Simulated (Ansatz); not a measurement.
Consider Cs2AlTlH6 (space group Fm-3m, No. 225; a cell from a computed database, its experimental status unchecked).

```xyz
10
Lattice="0.0000 4.3443 4.3443 4.3443 0.0000 4.3443 4.3443 4.3443 0.0000" Properties=species:S:1:pos:R:3 pbc="T T T"
Cs     2.1721     2.1721     2.1721
Cs     6.5164     6.5164     6.5164
Al     4.3443     4.3443     4.3443
Tl     0.0000     0.0000     0.0000
H      6.1325     4.3443     4.3443
H      2.5561     4.3443     4.3443
H      4.3443     6.1325     4.3443
H      4.3443     2.5561     4.3443
H      4.3443     4.3443     6.1325
H      4.3443     4.3443     2.5561
```

Cartesian axes are those of the cell as printed.

Calculations: PBEsol/PAW in Ansatz (a first-principles code), no spin-orbit coupling.

It is then changed as follows: the cell is compressed by 4.25 % along z with no lateral relaxation, atoms relaxed at fixed cell.

Problem. Predict the stress tensor and what it implies for the stiffness.

Solution. Stress of the strained cell less that of the base (GPa, compression positive):
```
   0.67    0.00    0.00
   0.00    0.67    0.00
   0.00    0.00    2.86
```

Then −Δσ_ii/ε with ε = -0.0425 gives secant stiffness values (nonlinear terms included at this strain): C33 ≈ 67 GPa, C13 ≈ 16 GPa and C23 ≈ 16 GPa.

As a check, the harmonic strain energy −½ V₀ Δσ:ε is 6.2 meV/atom; the computed energy rise is 5.9 meV/atom.

Whether these cells are dynamically stable was not tested.
